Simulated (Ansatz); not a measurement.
Take TiSi2 (space group Cmcm, No. 63; a = 3.5149 Å, b = 13.3480 Å, c = 3.5571 Å) as the base.

The change: a hydrostatic pressure of 50 GPa.

Levels (all Ansatz, a program for electronic structure, PAW): PBEsol (420 eV, without spin-orbit coupling); r2SCAN (500 eV, spin-orbit coupling left out).

The geometry is relaxed with PBEsol.

```
Property            Value
---------------  --------
PBEsol pressure  50.0 GPa
```

Problem. What does r2SCAN give at this geometry for the pressure?

Solution. The pressure goes up by 3.5 GPa to 53.5 GPa.

Single points use the geometry relaxed with PBEsol. Their cutoffs differ, which shifts pressures a little. Load acts through the strain it causes; cell and atoms are relaxed under it. Whether these cells are dynamically stable was not tested. No other phases were tried under pressure. The final runs are not spin-polarised.
